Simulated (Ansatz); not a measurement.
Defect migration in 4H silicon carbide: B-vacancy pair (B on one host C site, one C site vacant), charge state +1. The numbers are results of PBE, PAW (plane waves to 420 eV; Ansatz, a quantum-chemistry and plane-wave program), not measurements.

72-site cell at the relaxed PBE lattice, the Γ point alone, smearing 0.01 eV, spin-restricted, no finite-size correction. Energies are static. The charge state is imposed; whether it is stable for some Fermi level was not computed. Forms of the defect that were not tried may lie lower. The order of the sites in energy changes with the mesh.

Barriers: single points on a 2×2×2 k-point mesh shifted by half a step along c at the bands' geometries (they differ from the bands' own by up to 0.51 eV, and are uncertain by about as much).

Relaxed starting cell (atoms counted from 1):

```yaml
crystal:
  lattice:
    - [9.28226, 0.00000, 0.00000]
    - [-4.64113, 8.03868, 0.00000]
    - [0.00000, 0.00000, 10.12928]
  atoms:
    - { symbol: Si, position: [0.99120, 0.98310, 0.50224] }
    - { symbol: Si, position: [0.99517, 0.33935, 0.50417] }
    - { symbol: Si, position: [0.99759, 0.66527, 0.50195] }
    - { symbol: Si, position: [0.33263, 0.99831, 0.50155] }
    - { symbol: Si, position: [0.34342, 0.33931, 0.50415] }
    - { symbol: Si, position: [0.33386, 0.66842, 0.50159] }
    - { symbol: Si, position: [0.66496, 0.99832, 0.50156] }
    - { symbol: Si, position: [0.66715, 0.33502, 0.50234] }
    - { symbol: Si, position: [0.66695, 0.66525, 0.50195] }
    - { symbol: Si, position: [0.99994, 0.00059, 0.99593] }
    - { symbol: Si, position: [0.99930, 0.33284, 0.99867] }
    - { symbol: Si, position: [0.99975, 0.66665, 0.99926] }
    - { symbol: Si, position: [0.33365, 0.00005, 0.99980] }
    - { symbol: Si, position: [0.33286, 0.33286, 0.99867] }
    - { symbol: Si, position: [0.33313, 0.66698, 0.99928] }
    - { symbol: Si, position: [0.66568, 0.00005, 0.99980] }
    - { symbol: Si, position: [0.66578, 0.33227, 0.99943] }
    - { symbol: Si, position: [0.66619, 0.66665, 0.99927] }
    - { symbol: Si, position: [0.22618, 0.11225, 0.75068] }
    - { symbol: Si, position: [0.22229, 0.44529, 0.74998] }
    - { symbol: Si, position: [0.22212, 0.77830, 0.74989] }
    - { symbol: Si, position: [0.55464, 0.11004, 0.74968] }
    - { symbol: Si, position: [0.55577, 0.44526, 0.75001] }
    - { symbol: Si, position: [0.55547, 0.77831, 0.74990] }
    - { symbol: Si, position: [0.88534, 0.11227, 0.75066] }
    - { symbol: Si, position: [0.88875, 0.44526, 0.75000] }
    - { symbol: Si, position: [0.88785, 0.77642, 0.74885] }
    - { symbol: Si, position: [0.11002, 0.22075, 0.23790] }
    - { symbol: Si, position: [0.11156, 0.55636, 0.24845] }
    - { symbol: Si, position: [0.11123, 0.88710, 0.24684] }
    - { symbol: Si, position: [0.44387, 0.22058, 0.24846] }
    - { symbol: Si, position: [0.44409, 0.55637, 0.24845] }
    - { symbol: Si, position: [0.44376, 0.88827, 0.24962] }
    - { symbol: Si, position: [0.77598, 0.22058, 0.24846] }
    - { symbol: Si, position: [0.77710, 0.55494, 0.24855] }
    - { symbol: Si, position: [0.77515, 0.88712, 0.24684] }
    - { symbol: B, position: [0.00230, 0.00533, 0.68760] }
    - { symbol: C, position: [0.00041, 0.33526, 0.68787] }
    - { symbol: C, position: [0.99966, 0.66468, 0.68821] }
    - { symbol: C, position: [0.33549, 0.00008, 0.68768] }
    - { symbol: C, position: [0.33411, 0.33524, 0.68787] }
    - { symbol: C, position: [0.33295, 0.66661, 0.68787] }
    - { symbol: C, position: [0.66386, 0.00009, 0.68769] }
    - { symbol: C, position: [0.66631, 0.33337, 0.68849] }
    - { symbol: C, position: [0.66430, 0.66468, 0.68821] }
    - { symbol: C, position: [0.99909, 0.99891, 0.18778] }
    - { symbol: C, position: [0.99978, 0.33266, 0.18952] }
    - { symbol: C, position: [0.99905, 0.66517, 0.18643] }
    - { symbol: C, position: [0.33320, 0.99929, 0.18736] }
    - { symbol: C, position: [0.33219, 0.33269, 0.18951] }
    - { symbol: C, position: [0.33281, 0.66634, 0.18720] }
    - { symbol: C, position: [0.66536, 0.99930, 0.18736] }
    - { symbol: C, position: [0.66596, 0.33264, 0.18723] }
    - { symbol: C, position: [0.66542, 0.66519, 0.18643] }
    - { symbol: C, position: [0.22423, 0.11215, 0.94095] }
    - { symbol: C, position: [0.22172, 0.44413, 0.93904] }
    - { symbol: C, position: [0.22189, 0.77782, 0.93884] }
    - { symbol: C, position: [0.55506, 0.11083, 0.93857] }
    - { symbol: C, position: [0.55434, 0.44382, 0.93917] }
    - { symbol: C, position: [0.55520, 0.77782, 0.93885] }
    - { symbol: C, position: [0.88720, 0.11214, 0.94094] }
    - { symbol: C, position: [0.88877, 0.44381, 0.93917] }
    - { symbol: C, position: [0.88837, 0.77745, 0.94000] }
    - { symbol: C, position: [0.11218, 0.55546, 0.43747] }
    - { symbol: C, position: [0.11183, 0.88771, 0.43457] }
    - { symbol: C, position: [0.44186, 0.22058, 0.43796] }
    - { symbol: C, position: [0.44257, 0.55545, 0.43746] }
    - { symbol: C, position: [0.44407, 0.88885, 0.43861] }
    - { symbol: C, position: [0.77800, 0.22060, 0.43797] }
    - { symbol: C, position: [0.77704, 0.55480, 0.43856] }
    - { symbol: C, position: [0.77517, 0.88772, 0.43457] }
```
Cell charge +1.

End state 1 differs by these moves (Å; atoms that move under 0.08 Å are left out):

```
atom  element    Δx    Δy     Δz
----  -------  ----  ----  -----
1          Si  0.00  0.11  -0.27
28         Si  0.00  0.00   0.09
37          B  0.00  1.76  -2.48
```

Predict the forward and backward barriers to end state 1 from PBE, PAW.

forward 3.61 eV, backward 3.59 eV; at the saddle point atom 37 has neighbours Si at 1.86, 2 Si at 2.17, 2 Si at 2.21 Å. The saddle point's order was not checked, and it lies on a symmetry element of the cell, where a band can be held.

End state 2 differs by these moves (Å; atoms that move under 0.08 Å are left out):

| atom | element | Δx | Δy | Δz |
|---|---|---|---|---|
| 1 | Si | 0.01 | 0.13 | -0.02 |
| 2 | Si | 0.16 | 0.00 | 0.00 |
| 5 | Si | -0.08 | -0.03 | -0.02 |
| 7 | Si | 0.01 | -0.10 | 0.03 |
| 8 | Si | -0.08 | 0.03 | 0.02 |
| 28 | Si | 0.01 | 0.00 | 0.09 |
| 34 | Si | 0.00 | 0.01 | -0.15 |
| 69 | C | 3.07 | 0.01 | -0.03 |

What is the computed forward and backward barriers to end state 2 (PBE, PAW)?

forward 5.00 eV, backward 4.55 eV; at the saddle point atom 69 has neighbours Si at 1.78, Si at 2.16, Si at 2.20, Si at 2.21, Si at 2.26 Å. The saddle point's order was not checked.

End state 3 differs by these moves (Å; atoms that move under 0.08 Å are left out):

```tsv
atom	element	Δx	Δy	Δz
1	Si	0.12	0.20	0.00
2	Si	0.08	-0.04	-0.03
5	Si	-0.05	-0.06	-0.02
7	Si	-0.07	0.05	0.03
9	Si	-0.02	-0.07	0.02
28	Si	0.00	0.03	0.09
36	Si	0.02	0.02	-0.09
71	C	1.56	2.70	0.00
```

What forward and backward barriers to end state 3 does PBE, PAW give?

forward 5.01 eV, backward 5.01 eV; at the saddle point atom 71 has neighbours Si at 1.80, 2 Si at 2.19, 2 Si at 2.23 Å. The saddle point's order was not checked, and it lies on a symmetry element of the cell, where a band can be held.

End state 4 differs by these moves (Å; atoms that move under 0.08 Å are left out):

| atom | element | Δx | Δy | Δz |
|---|---|---|---|---|
| 1 | Si | -0.02 | 0.12 | -0.01 |
| 2 | Si | 0.08 | -0.16 | 0.00 |
| 3 | Si | -0.08 | 0.07 | 0.03 |
| 5 | Si | -0.06 | -0.06 | -0.02 |
| 6 | Si | 0.08 | 0.03 | 0.02 |
| 28 | Si | 0.01 | 0.01 | 0.09 |
| 29 | Si | 0.00 | -0.01 | -0.13 |
| 64 | C | 1.54 | -2.66 | -0.03 |

Estimate the forward and backward barriers to end state 4 that PBE, PAW returns for this input.

forward 4.59 eV, backward 4.24 eV; at the saddle point atom 64 has neighbours Si at 1.80, 2 Si at 2.15, Si at 2.21 Å. The saddle point's order was not checked.
